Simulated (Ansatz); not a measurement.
Input:

End structure of a constructed model of the (100) surface of fcc Pt, a pseudomorphic layer of V in the host's stacking (bottom of the slab: a bare face, its two planes held):

```
CELL_PARAMETERS angstrom
      2.80721     0.00000     0.00000
      0.00000     2.80721     0.00000
      0.00000     0.00000    28.50000
ATOMIC_POSITIONS crystal
  Pt 0.50000 0.50000 0.28618
  Pt 0.00000 0.00000 0.35583
  Pt 0.50000 0.50000 0.42488
  Pt 0.00000 0.00000 0.49436
  Pt 0.50000 0.50000 0.56422
  Pt 0.00000 0.00000 0.63881
  V  0.50000 0.50000 0.69754
```

Slab: 7 atoms, 12.2 Å thick at the start; k 13x13x1, smearing 0.1 eV, dipole-corrected; 2 atoms held, the rest relaxed; symmetry of the start imposed; spin-polarised, ending with about 2.5 μB a cell; orders that need a larger cell were not tried, no spin-orbit, no U. It is one candidate, not shown to be the stable structure of the face.

Task: What work function of the top face does PBE (Ansatz, a program for electronic structure) give?

Result: 3.99 eV
